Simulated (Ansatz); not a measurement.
**V3Si under a change: pressure 4.2 GPa**

The reference is V$_{3}$Si in the A15 (Cr3Si type) structure (space group Pm-3n, No. 223; a = 4.6499 Å).

Perturbation: cell and atoms relaxed at a pressure of 4.2 GPa.

Calculations: PBEsol, PAW, 420 eV (Ansatz, an electronic-structure program; no SOC), earlier PAW set. Γ-centred 10×10×10 mesh, Fermi–Dirac width 0.05 eV.

```json
[
 {"quantity": "volume per atom", "base": "12.57 Å³", "changed": "12.32 Å³", "shift": "-0.242 Å³"},
 {"quantity": "density", "base": "5.98 g/cm³", "changed": "6.09 g/cm³", "shift": "+0.118 g/cm³"},
 {"quantity": "shortest interatomic distance", "base": "2.325 Å", "changed": "2.310 Å", "shift": "-0.015 Å"},
 {"quantity": "enthalpy H = E + PV relative to the base's energy", "base": "–", "changed": "+0.33 eV/atom", "shift": "–"},
 {"quantity": "band gap", "base": "zero", "changed": "zero", "shift": "–"}
]
```

Final structure:

```xyz
8
Lattice="4.6198 0.0000 0.0000 0.0000 4.6198 0.0000 0.0000 0.0000 4.6198" Properties=species:S:1:pos:R:3 pbc="T T T"
V      1.1549     0.0000     2.3099
V      3.4648     0.0000     2.3099
V      0.0000     2.3099     1.1549
V      0.0000     2.3099     3.4648
V      2.3099     1.1549     0.0000
V      2.3099     3.4648     0.0000
Si     0.0000     0.0000     0.0000
Si     2.3099     2.3099     2.3099
```

Load acts through the strain it causes; cell and atoms are relaxed under it. Whether these cells are dynamically stable was not tested. Starting moments died away, wholly or in part, for the base; another magnetic solution may exist. The final runs are not spin-polarised.
